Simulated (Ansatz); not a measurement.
The starting structures come from a database of crystals and need not be the phases stable at ambient conditions.

Data:

```
CELL_PARAMETERS angstrom
      4.61362     0.00000     0.00000
      0.00000     6.49047     0.00000
      0.00000     0.00000     4.61362
ATOMIC_POSITIONS crystal
  Mg 0.50000 0.50000 0.50000
  Cd 0.00000 0.00000 0.00000
  Te 0.50000 0.74455 0.00000
  Te 0.00000 0.25545 0.50000
```

Space group of this cell: P-4m2. The cell is taken as given; by LDA its mean pressure is -2.2 GPa.

Transport runs along the normal of the first two printed cell vectors, the (100) plane of the conventional cell.

No gap correction and no spin-orbit coupling; mid-gap values are interpolated between computed energies.

Problem. State the band gap and the smallest decay constant κ at mid-gap according to Ansatz (a program for electronic structure) with LDA.

Solution. Gap 1.22 eV on a 8×6×8 mesh; κ = 0.088 1/Å, at the zone centre.
